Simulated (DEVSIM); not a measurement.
Structure: abrupt Si p-n junction, at 400 K.

```tsv
layer (left to right)	material	thickness (μm)	Nd (cm⁻³)	Na (cm⁻³)	τn (s)	τp (s)
1	Si	0.150	-	1.5e18	8.1e-8	2.7e-7
2	Si	84.0	1.2e14	-	2.7e-7	2.7e-7
```

Left contact: ohmic. Right contact: ohmic. Voltage is applied to the left contact. Recombination: SRH at mid-gap, radiative, Auger. Mobility is μmin + (μ − μmin)/(1 + (N/Nref)^α).

Constants are typed, rounded textbook-type inputs, not results; the design itself was drawn at random and stands for no fabricated device. Values at 300 K; Nc and Nv go as T^1.5, mobilities as T to minus their exponent, the gap by Varshni's rule with the affinity fixed.

```csv
parameter,Si
gap (eV),1.124
affinity (eV),4.05
permittivity,11.7
Nc (cm⁻³),2.86e19
Nv (cm⁻³),3.1e19
μn (cm²/Vs),1417
μp (cm²/Vs),470
"μn,min",52
"μp,min",45
"Nref,n",9.7e16
"Nref,p",2.2e17
αn,0.68
αp,0.72
T exponent of μn,2.3
T exponent of μp,2.2
B (cm³/s),4.7e-15
Cn (cm⁶/s),2.8e-31
Cp (cm⁶/s),9.9e-32
Varshni α (eV/K),0.000473
Varshni β (K),636
```

Model (solved in DEVSIM): 1D drift-diffusion, Boltzmann statistics, complete ionisation; no tunnelling, impact ionisation, image-force lowering or self-heating.

**Question.** Tabulate band edges, carrier densities and field at zero bias.

**Answer.** Energies count from the Fermi level of the right contact; mesh points crowd at the junctions.

```
x (μm)   Ec (eV)  Ev (eV)  n (cm⁻³)  p (cm⁻³)  field (V/cm)
-------  -------  -------  --------  --------  ------------
0.000      0.977   -0.119     2.1e7    1.5e18           ≈ 0
0.02627    0.977   -0.119     2.1e7    1.5e18           ≈ 0
0.06880    0.977   -0.119     2.1e7    1.5e18           ≈ 0
0.1163     0.977   -0.119     2.1e7    1.5e18           -18
0.1510     0.935   -0.161     7.3e7    4.4e17        -69000
0.1825     0.837   -0.260     1.3e9    2.5e16        -17000
0.2488     0.768   -0.328     9.2e9    3.5e15         -6900
0.4955     0.665   -0.431    1.8e11    1.8e14         -3000
0.9281     0.564   -0.532    3.4e12    9.4e12         -1800
1.940      0.460   -0.636    7.0e13    4.6e11          -400
4.228      0.442   -0.655    1.2e14    2.7e11           ≈ 0
11.97      0.442   -0.655    1.2e14    2.7e11           ≈ 0
25.85      0.442   -0.655    1.2e14    2.7e11           ≈ 0
52.59      0.442   -0.655    1.2e14    2.7e11           ≈ 0
73.24      0.442   -0.655    1.2e14    2.7e11           ≈ 0
79.34      0.442   -0.655    1.2e14    2.7e11           ≈ 0
82.04      0.442   -0.655    1.2e14    2.7e11           ≈ 0
83.19      0.442   -0.655    1.2e14    2.7e11           ≈ 0
83.83      0.442   -0.655    1.2e14    2.7e11           ≈ 0
84.02      0.442   -0.655    1.2e14    2.7e11           ≈ 0
84.11      0.442   -0.655    1.2e14    2.7e11           ≈ 0
84.15      0.442   -0.655    1.2e14    2.7e11           ≈ 0
```
